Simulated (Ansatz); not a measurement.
Adsorption energy and surface dipole of Cl on the 1x1 (0001) surface of hcp Ru, one in a 2x2 cell, started at the site 'bridge Ru-Ru (span 2.7 Å)', worked from the runs' numbers; total energies count from the potentials' own zero.

Computed with RPBE, at the PBE geometry (plane waves to 420 eV, PAW; Ansatz, a quantum-chemistry and plane-wave program).

Set-up: 17 atoms, 6.3 Å thick at the start under the adsorbate (thin: gaps and levels are the slab's own); mesh 6x6x1; 0.1 eV smearing; dipole correction on; single point; on the structure that PBE left under its start's symmetry; no spin, no spin-orbit, no U, no dispersion correction. At the end it is bonded to 3 Ru. In PBE it is, or lies within 0.03 eV of, the lowest of the starts that converged; the order may differ at this level.

```csv
quantity,value
slab with the adsorbate,-95253.264 eV
"clean slab, same cell and mesh",-94167.896 eV
"reference, ½ Cl2(g)",-1083.309 eV
area of the cell,25.66 Å²
change of the step from the bottom to the top vacuum level,-0.060 eV
```

What is the adsorption energy against this reference?

E(slab + adsorbate) − E(slab) − E(reference) = -2.06 eV, so in this state the adsorbate is more stable than in the reference, at a coverage of 3.90 a nm².
